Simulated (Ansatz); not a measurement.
### Question
Name crystals whose electron conductivity mass lies between 0.41 and 0.64 mₑ and whose Seebeck coefficient, p-type 1e19 cm⁻³ lies between 430 and 670 μV/K, by PBEsol, rigid bands in Ansatz (a first-principles code).

### Answer
Many crystals can fit; among those computed here:
- SrC₂ (I4/mmm): 0.47 mₑ, 503 μV/K
- SrO (Fm-3m): 0.51 mₑ, 531 μV/K
- KZnF$_{3}$ (Pm-3m): 0.45 mₑ, 521 μV/K
- Si2N2O (Cmc2_1): 0.47 mₑ, 441 μV/K
- CaTiO3 (Pm-3m): 0.61 mₑ, 509 μV/K

Masses are for dilute carriers at 300 K, harmonic means over directions unless an axis is named. Seebeck coefficients are for the stated density at 300 K, with one relaxation time for all states and whether or not that doping can be reached. Spin-orbit coupling is left out.

CaTiO3 (Pm-3m): a high-temperature phase held by its symmetry. Formula and space group known from diffraction (Crystallography Open Database), not checked to be the room-temperature form: KZnF3 (Pm-3m), Si2N2O (Cmc2_1), SrC2 (I4/mmm).
